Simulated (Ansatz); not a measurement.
Levels about the gap of amorphous Ge-Sb-Te (Ge₁₈Sb₁₈Te₄₅) (81 atoms in a cell of 2624 Å³, 5.85 g/cm³; zone centre alone, so wide bands show as single levels with stretches between that a denser mesh fills), at the geometry that PBE relaxed, where it gives 0.9 GPa on a denser mesh. The participation number counts the atoms over which a state spreads; weights are charges in smoothed Voronoi cells. The levels come from a single point, so bond lengths are those of that geometry. Method of the levels: PBE, scalar-relativistic without spin-orbit coupling, PAW (Ansatz default set, large-core Te) (Ansatz, a quantum-chemistry and plane-wave program). Sampling: the zone centre alone; Fermi-Dirac width 0.05 eV; no spin polarisation. So small a spacing is near the smearing width and the bands' dispersion over the mesh, so it is a value of this cell and mesh.

A CHGNet melt-quench gave the starting glass, which DFT then relaxed. The hot cell started wider than the set density and was brought back towards it in steps. It is the lowest in DFT energy of 4 quenches. It is a model cell: composition and starting density were chosen by hand, and all elements were melted together. No dispersion term was used. Its density started from a set value of 5.85 and ended at 5.85 g/cm³. Cooling (nominally 40 K/ps over its main leg) ran many orders faster than in experiment, which tends to leave more defects and strain. A cell of this size samples the disorder only roughly. The volume was held where the preparation left it and the shape relaxed, at a PBE pressure of 0.9 GPa. Stress components on the final sampling reach 0.9 GPa. On a 2×2×2 Γ-centred mesh force components of up to 0.43 eV/Å stay, since the relaxation ran on the zone centre alone.

| E - E(highest filled), eV | filling | participation number | largest on | weight Te | weight Sb | weight Ge |
|---|---|---|---|---|---|---|
| -0.37 | filled | 21.7 | Te, 2 neighbours | 0.73 | 0.11 | 0.15 |
| -0.33 | filled | 40.4 | Te, 2 neighbours | 0.77 | 0.10 | 0.13 |
| -0.27 | filled | 42.5 | Te, 3 neighbours | 0.69 | 0.18 | 0.13 |
| -0.25 | filled | 43.8 | Te, 2 neighbours | 0.69 | 0.11 | 0.20 |
| -0.20 | filled | 39.9 | Te, 3 neighbours | 0.71 | 0.16 | 0.12 |
| -0.17 | filled | 40.8 | Te, 4 neighbours | 0.70 | 0.11 | 0.18 |
| 0.00 | filled | 44.0 | Sb, 5 neighbours | 0.65 | 0.19 | 0.15 |
| 0.34 | empty | 29.4 | Te, 3 neighbours | 0.62 | 0.20 | 0.18 |
| 0.53 | empty | 42.8 | Sb, 3 neighbours | 0.57 | 0.30 | 0.13 |
| 0.57 | empty | 31.9 | Sb, 4 neighbours | 0.48 | 0.32 | 0.21 |
| 0.61 | empty | 58.4 | Te, 3 neighbours | 0.56 | 0.28 | 0.16 |
| 0.75 | empty | 46.3 | Te, 4 neighbours | 0.59 | 0.26 | 0.15 |
| 0.80 | empty | 38.5 | Te, 3 neighbours | 0.60 | 0.20 | 0.20 |
| 0.82 | empty | 51.3 | Te, 3 neighbours | 0.54 | 0.29 | 0.17 |

Most localised among these is the filled level at -0.37 eV, on a Te atom, which has 2 neighbours (Sb 2.84 Å, Sb 2.89 Å).
